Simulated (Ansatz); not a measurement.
Base system: PbSe in the rock salt structure (space group Fm-3m, No. 225; a = 6.1780 Å). Axes: x, y, z lie along the cube axes.

Computed with Kohn–Sham DFT with the r2SCAN functional, run in Ansatz (a first-principles code) with PAW and 500 eV plane waves, no SOC.

Strains are applied to the cell and any free atomic positions relax.

One change was made to it. Results:

The band gap decreases by 0.080 eV to 0.58 eV; the shortest interatomic distance is still 5.837 bohr; the energy goes up by 0.5 meV/atom.

Q: What was done to the base?
A. tensor shear ε_yz = −0.83 %
B. uniaxial strain ε_xx = −3.85 %
C. uniaxial strain ε_zz = +1.87 %

A: A, tensor shear ε_yz = −0.83 %. For comparison, the band gap in the other runs: uniaxial strain ε_zz = +1.87 % gives 0.71 eV; uniaxial strain ε_xx = −3.85 % gives 0.48 eV.

Spin-orbit coupling, missing from the scalar runs, can matter with Pb. Whether these cells are dynamically stable was not tested.
